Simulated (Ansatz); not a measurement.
Tunnelling through a barrier is set by its complex band structure: the current falls as exp(−2κd) with the smallest κ.

Given:

```
Cu2O
1.0
    6.00574     0.00000     0.00000
   -3.00287     5.20112     0.00000
    3.00287     1.73371     2.45183
Cu O
4 2
Direct
  0.50000   0.75000   0.25000
  0.00000   0.25000   0.25000
  0.50000   0.25000   0.25000
  0.00000   0.75000   0.25000
  0.00000   0.50000   0.50000
  0.00000   0.00000   0.00000
```

The cell is taken as given.

Transport runs along the normal of the first two printed cell vectors, the (111) plane of the conventional cell.

The gap is the functional's own. No spin-orbit coupling. Mid-gap values are those at the computed energy nearest the middle.

**Question.** Estimate the band gap and the smallest decay constant κ at mid-gap that r2SCAN (Ansatz, a first-principles code) returns for this system.

**Answer.** Gap 0.79 eV on a 12×12×12 mesh; κ = 0.139 1/Å, at the zone centre.
